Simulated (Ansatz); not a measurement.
We consider ScSnCN (model structure, started from the AlSiCN type, P3m1, No. 156, 4 atoms in the cell), described by PBE (plane waves, PAW; Ansatz, an electronic-structure program).

Numerical settings: plane-wave cutoff 520 eV, 12×12×6 k mesh (along the axes of the cell as run), Fermi–Dirac smearing 0.01 eV, scalar-relativistic PAW data made under PBE.

Cell (relaxed with PBEsol):

ScSnCN has the trigonal space group P3m1 (No. 156), Pearson symbol hP4. Cell: a = b = 3.5754 Å, c = 5.4059 Å, α = β = 90.00°, γ = 120.00°. Sc on 1b is surrounded by 3 N at 2.107 Å and 1 C at 2.256 Å and 1 C at 3.149 Å (trigonal bipyramidal). Sn on 1c sees 3 C at 2.138 Å and 1 N at 2.173 Å (tetrahedral). C on 1b is surrounded by 3 Sn at 2.138 Å and 1 Sc at 2.256 Å and 1 Sc at 3.149 Å. N on 1c sees 3 Sc at 2.107 Å and 1 Sn at 2.173 Å (tetrahedral). (Neighbours: up to the widest gap in distance over summed covalent radii, below 1.35, at either atom; cation-cation and far metal-metal contacts left out.)

Problem. Give the computed band gap.

Solution. 
- band gap = 1.98 eV

Note: the relaxation could raise the start's symmetry but not lower it, so the cell can be a saddle point; cell and atoms aren't relaxed at this level (largest force component 0.05 eV/Å, pressure 4.2 GPa).

Spin–orbit coupling is not included.

Computed values are for the static lattice.

Cost on a shared machine: roughly 13 core-seconds.

A model structure was made by putting elements into a prototype or built by hand; it is no filed structure, need not be a known phase, and can be a saddle point held by its symmetry.
